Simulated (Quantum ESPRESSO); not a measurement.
A self-consistent single point of Hf₂Ni (I4/mcm, 6 atoms in the cell) with Quantum ESPRESSO.

Method: PBEsol, PSlibrary ultrasoft (PBE) pseudopotentials (plane waves; Quantum ESPRESSO).

The change in words: lattice scaled by 0.98. Reference geometry:
```xyz
6
Lattice="-3.1779 3.1779 2.6180 3.1779 -3.1779 2.6180 3.1779 3.1779 -2.6180" Properties=species:S:1:pos:R:3 pbc="T T T"
Hf     1.0526     2.1253     2.6180
Hf     2.1253     1.0526     0.0000
Hf     1.0526     4.2304     0.0000
Hf     2.1253    -1.0526     2.6180
Ni     0.0000     0.0000     3.9271
Ni     0.0000     0.0000     1.3090
```

Reference input (self-consistent single point, DFT, PBEsol, plane waves, PSlibrary ultrasoft (PBE) pseudopotentials): ecutwfc = 55 Ry; ecutrho = 330 Ry; occupations = smearing; smearing = fd; degauss = 0.0073499 Ry; input_dft = pbesol; potentials = {Hf: Hf.pbe-spn-rrkjus_psl.1.0.0.UPF, Ni: Ni.pbe-n-rrkjus_psl.1.0.0.UPF}; K_POINTS = automatic 6 6 6 0 0 0; conv_thr = 1e-09 Ry; mixing_beta = 0.4. This run's input differs from it in these lines:

```diff
@@ -28,8 +28,8 @@
 ATOMIC_POSITIONS alat
-Hf    0.202373761    0.408621231    0.503358957
-Hf    0.408621231    0.202373761    0.000000000
-Hf    0.202373761    0.813368753    0.000000000
-Hf    0.408621231   -0.202373761    0.503358957
-Ni    0.000000000    0.000000000    0.755038436
-Ni    0.000000000    0.000000000    0.251679478
+Hf    0.202373772    0.408621252    0.503358880
+Hf    0.408621252    0.202373772    0.000000000
+Hf    0.202373772    0.813368796    0.000000000
+Hf    0.408621252   -0.202373772    0.503358880
+Ni    0.000000000    0.000000000    0.755038319
+Ni    0.000000000    0.000000000    0.251679440
 K_POINTS automatic
@@ -37,5 +37,5 @@
 CELL_PARAMETERS angstrom
-  -3.177870000     3.177870000     2.618040000
-   3.177870000    -3.177870000     2.618040000
-   3.177870000     3.177870000    -2.618040000
+  -3.114313000     3.114313000     2.565679000
+   3.114313000    -3.114313000     2.565679000
+   3.114313000     3.114313000    -2.565679000
```

The program printed (abridged):

```
     Self-consistent Calculation

     iteration #  1     ecut=    55.00 Ry     beta= 0.40

---- Real-time Memory Report at c_bands before calling an iterative solver
           266 MiB given to the printing process from OS
           143 MiB allocation reported by mallinfo(arena+hblkhd)
------------------

     total energy              =    -698.25770553 Ry
     estimated scf accuracy    <       0.88836591 Ry

     iteration #  2     ecut=    55.00 Ry     beta= 0.40

---- Real-time Memory Report at c_bands before calling an iterative solver
           379 MiB given to the printing process from OS
   [... lines left out ...]

---- Real-time Memory Report at c_bands before calling an iterative solver
           389 MiB given to the printing process from OS
           180 MiB allocation reported by mallinfo(arena+hblkhd)
------------------

     total energy              =    -698.67453096 Ry
     estimated scf accuracy    <          1.2E-09 Ry

     iteration # 13     ecut=    55.00 Ry     beta= 0.40

---- Real-time Memory Report at c_bands before calling an iterative solver
           389 MiB given to the printing process from OS
           180 MiB allocation reported by mallinfo(arena+hblkhd)
------------------
     End of self-consistent calculation

     the Fermi energy is    16.0283 ev

!    total energy              =    -698.67453096 Ry
     estimated scf accuracy    <          1.1E-11 Ry
     smearing contrib. (-TS)   =      -0.01343934 Ry
     internal energy E=F+TS    =    -698.66109162 Ry

     convergence has been achieved in  13 iterations

     Forces acting on atoms (cartesian axes, Ry/au):

     atom    1 type  1   force =    -0.00564749    0.00564749    0.00000000
     atom    2 type  1   force =     0.00564749   -0.00564749    0.00000000
     atom    3 type  1   force =    -0.00564749   -0.00564749   -0.00000000
     atom    4 type  1   force =     0.00564749    0.00564749   -0.00000000
     atom    5 type  2   force =    -0.00000000   -0.00000000    0.00000000
     atom    6 type  2   force =     0.00000000    0.00000000    0.00000000

     Total force =     0.015974     Total SCF correction =     0.000001

          total   stress  (Ry/bohr**3)                   (kbar)     P=       50.53
   0.00037903  -0.00000000  -0.00000000           55.76       -0.00       -0.00
  -0.00000000   0.00037903  -0.00000000           -0.00       55.76       -0.00
  -0.00000000  -0.00000000   0.00027239           -0.00       -0.00       40.07

   JOB DONE.
```

The run converged in 13 iterations. Against the reference run the free energy rises by 4.9 meV/atom, the pressure goes from -3.89 to 5.05 GPa and the largest force goes from 0.055 to 0.205 eV/Å.

The starting cell comes from a database of computed structures (which also holds hypothetical and non-ambient phases and stackings), without a prior relaxation at this level. For this run, on top of that: lattice scaled by 0.98. Spin polarisation is off. With a pressure of about 5 GPa the cell is away from its equilibrium volume at this level.

Cost on one core of a shared machine: roughly 3 min.
